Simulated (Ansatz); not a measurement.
SnO2: response to strain

Take SnO$_{2}$ in the rutile structure (space group P4_2/mnm, No. 136) as the base.

```
SnO2
1.0
    4.76918     0.00000     0.00000
    0.00000     4.76918     0.00000
    0.00000     0.00000     3.21200
Sn O
2 4
Direct
  0.00000   0.00000   0.00000
  0.50000   0.50000   0.50000
  0.30627   0.30627   0.00000
  0.80627   0.19373   0.50000
  0.19373   0.80627   0.50000
  0.69373   0.69373   0.00000
```

Strains are applied to the cell and any free atomic positions relax.

Computed with PBEsol, PAW, 420 eV (Ansatz, a program for electronic structure; spin-orbit coupling left out).

Notes on the quantities. energy relative to the base: free energy F.

```json
[
 {"case": "base", "shortest interatomic distance": "2.066 Å", "width of the top valence band": "1.24 eV", "band gap": "0.92 eV", "energy relative to the base": "0 meV/atom", "hole mass": "1.7 mₑ along c, 1.3 mₑ across (at Γ)"},
 {"case": "isotropic strain −3.00 %", "shortest interatomic distance": "1.992 Å", "width of the top valence band": "1.38 eV", "band gap": "1.97 eV", "energy relative to the base": "+68 meV/atom", "hole mass": "–"},
 {"case": "isotropic strain −2.40 %", "shortest interatomic distance": "2.006 Å", "width of the top valence band": "1.35 eV", "band gap": "1.75 eV", "energy relative to the base": "+42 meV/atom", "hole mass": "1.6 mₑ along c, 1.2 mₑ across (at Γ)"},
 {"case": "isotropic strain −1.80 %", "shortest interatomic distance": "2.021 Å", "width of the top valence band": "1.32 eV", "band gap": "1.53 eV", "energy relative to the base": "+23 meV/atom", "hole mass": "1.6 mₑ along c, 1.2 mₑ across (at Γ)"},
 {"case": "isotropic strain −1.20 %", "shortest interatomic distance": "2.036 Å", "width of the top valence band": "1.30 eV", "band gap": "1.32 eV", "energy relative to the base": "+10 meV/atom", "hole mass": "1.7 mₑ along c, 1.2 mₑ across (at Γ)"},
 {"case": "isotropic strain −0.60 %", "shortest interatomic distance": "2.051 Å", "width of the top valence band": "1.27 eV", "band gap": "1.12 eV", "energy relative to the base": "+2.5 meV/atom", "hole mass": "1.7 mₑ along c, 1.2 mₑ across (at Γ)"}
]
```

Masses are band curvatures over ±0.01 Å⁻¹ around the edge. Whether these cells are dynamically stable was not tested.
